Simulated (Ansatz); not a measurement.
The starting structures come from a database of crystals and need not be the phases stable at ambient conditions.

Consider the following.

```
CELL_PARAMETERS angstrom
      4.40185     0.00000     0.00000
      0.00000    10.88206     0.00000
      0.00000     0.00000     4.40185
ATOMIC_POSITIONS crystal
  Ba 0.50000 0.36596 0.00000
  Ba 0.00000 0.63404 0.50000
  Sn 0.50000 0.87808 0.00000
  Sn 0.00000 0.12192 0.50000
  F  0.00000 0.18060 0.00000
  F  0.50000 0.18060 0.50000
  F  0.50000 0.81940 0.50000
  F  0.00000 0.81940 0.00000
  F  0.00000 0.50000 0.00000
  F  0.50000 0.50000 0.50000
  F  0.50000 0.68544 0.00000
  F  0.00000 0.31456 0.50000
```

Space group of this cell: P4/nmm. The cell was relaxed by PBE-D3(BJ); by PBEsol its mean pressure is -2.2 GPa.

Transport runs along the normal of the first two printed cell vectors, the (100) plane of the conventional cell.

The gap is the functional's own. No spin-orbit coupling. Mid-gap values are interpolated on the energy grid.

### Question
Predict the band gap and the smallest decay constant κ at mid-gap from PBEsol run with Ansatz (an electronic-structure program).

### Answer
Gap 3.48 eV on a 8×4×8 mesh; κ = 0.366 1/Å, at the zone centre.
